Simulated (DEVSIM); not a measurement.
System: isotype n-n heterojunction In0.52Al0.48As/In0.53Ga0.47As, at 300 K.

```csv
layer (left to right),material,thickness (μm),Nd (cm⁻³),τn (s),τp (s)
1,In0.52Al0.48As,0.150,1.1e16,2.1e-8,2.1e-8
2,In0.53Ga0.47As,0.170,1.9e16,2.1e-8,2.1e-8
```

Left contact: ohmic. Right contact: ohmic. Voltage is applied to the left contact. Recombination: SRH at mid-gap, radiative. Mobility is constant in doping.

Constants are typed, rounded textbook-type inputs, not results; the design itself was drawn at random and stands for no fabricated device. Values at 300 K.

```csv
parameter,In0.52Al0.48As,In0.53Ga0.47As
gap (eV),1.45,0.74
affinity (eV),4,4.51
permittivity,12.5,13.9
Nc (cm⁻³),5.1e17,2.1e17
Nv (cm⁻³),1.1e19,7.7e18
μn (cm²/Vs),4000,12000
μp (cm²/Vs),75,300
B (cm³/s),1e-10,9.6e-11
```

DEVSIM, 1D drift-diffusion, Boltzmann statistics, complete ionisation; no tunnelling, impact ionisation, image-force lowering or self-heating. Band offsets follow the typed affinities; no thermionic-emission limit at abrupt steps, no polarisation charge.

**Question.** Give the dark forward current.

**Answer.** 
```tsv
V (V)	J (A/cm²)
0.05	0.042
0.10	0.059
0.20	0.086
0.25	0.10
0.35	0.14
0.40	0.16
0.50	0.21
0.55	0.24
0.65	0.30
0.70	0.33
0.75	0.37
0.85	0.46
0.90	0.51
1.00	0.61
1.05	0.67
1.15	0.80
1.20	0.87
1.30	1.0
1.35	1.1
1.40	1.2
1.50	1.4
1.55	1.5
1.65	1.7
1.70	1.8
1.80	2.1
1.85	2.2
1.95	2.5
2.00	2.6
```
